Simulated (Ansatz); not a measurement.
Pressure series in GaP

Consider GaP in the zinc blende structure (space group F-43m, No. 216; a = 5.506 Å).

Cell and atoms are relaxed at each pressure.

Calculations: PBE (Ansatz, an electronic-structure program, PAW, no SOC), earlier PAW set.

Notes on the quantities. hole mass: degenerate bands, along [100].

```tsv
case	shortest interatomic distance	width of the top valence band	hole mass
base	2.384 Å	3.27 eV	0.098, 0.40, 0.40 mₑ (at Γ)
pressure −2 GPa	2.406 Å	3.15 eV	0.086, 0.41, 0.41 mₑ (at Γ)
pressure −1 GPa	2.395 Å	3.21 eV	0.092, 0.40, 0.40 mₑ (at Γ)
pressure 3 GPa	___	___	___
pressure 7 GPa	2.324 Å	3.65 eV	0.13, 0.36, 0.36 mₑ (at Γ)
pressure 15 GPa	2.274 Å	4.00 eV	0.15, 0.33, 0.33 mₑ (at Γ)
pressure 30 GPa	2.206 Å	4.54 eV	0.18, 0.29, 0.29 mₑ (at Γ)
pressure 50 GPa	2.142 Å	5.13 eV	0.20, 0.26, 0.26 mₑ (at Γ)
pressure 75 GPa	2.083 Å	5.76 eV	0.23 mₑ (at Γ)
pressure 100 GPa	2.038 Å	6.29 eV	0.20, 0.20, 0.24 mₑ (at Γ)
```

### Question
Some entries are withheld; estimate them.

### Answer

- pressure 3 GPa, shortest interatomic distance: 2.356 Å
- pressure 3 GPa, width of the top valence band: 3.44 eV
- pressure 3 GPa, hole mass: 0.11, 0.38, 0.38 mₑ (at Γ)

Load acts through the strain it causes; cell and atoms are relaxed under it. Effective masses come from finite differences of ±0.01 Å⁻¹. No phonon test of stability was made. Measured, GaP leaves this structure (for a Cmcm phase) near 26 GPa (temperature not stated; as listed in Datta, Sujoy, Jana, Debnarayan, arXiv (2020)).
